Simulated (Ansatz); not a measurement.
# KZnF3: stress against strain

KZnF3 (cubic perovskite, Pm-3m, 13.308 Å³/atom at rest) under an equal strain ε in the (111) plane with the normal axis free, as in a coherent film. PBEsol in Ansatz, a plane-wave DFT program (PAW, default set), 420 eV, 8×8×8 Γ-centred mesh, Fermi-Dirac smearing 0.05 eV; ions are relaxed within the symmetry of each cell. Stress is positive for a compressed cell.

Here s stands for strain and y for stress xx.

| strain (%) | stress xx (GPa) |
|---|---|
| -2.50 | ? |
| -1.00 | 1.32 |
| -0.50 | 0.65 |
| 0.00 | 0.01 |
| 0.50 | -0.63 |
| 1.00 | -1.26 |

**Question.** Fit y against s with a straight line, and predict the withheld value at s = -2.50.

**Answer.** Means: s 0, y 0.018. About the means, the sum of products is -3.2200 and the sum of squares of s is 2.5000; the slope is their ratio. Least squares gives y = 0.018 - 1.2880·s. Residuals (row less fit): 0.014, -0.012, -0.008, -0.004, 0.010; standard error 0.013 (degrees of freedom: 3). The slope gives the biaxial elastic modulus of this plane = 129 ± 0.8 GPa. At the withheld row, y = 0.018 - 1.2880 × (-2.5) = 3.238 GPa. The calculation gives 3.41 GPa, 0.172 GPa above the prediction (3.7 % of the range of y in the table). The row lies outside the fitted rows, so this is an extrapolation. From the scatter of the fitted rows alone, a prediction at this place has a standard error of 0.025 GPa, so the miss is 6.9 times that.

One order more, fitted to all 11 runs of the series, follows each within 0.01, so the miss is the next term of a smooth law. The primitive cell can neither tilt nor turn polar against its symmetry, as such crystals can under strain. Rows are the converged runs of the series near zero and its far end; series whose fitted rows scatter by over a few per cent of the range, as at a crossing or softening among them, aren't shown in this form. Most that stay on the fit to the last digits aren't either.
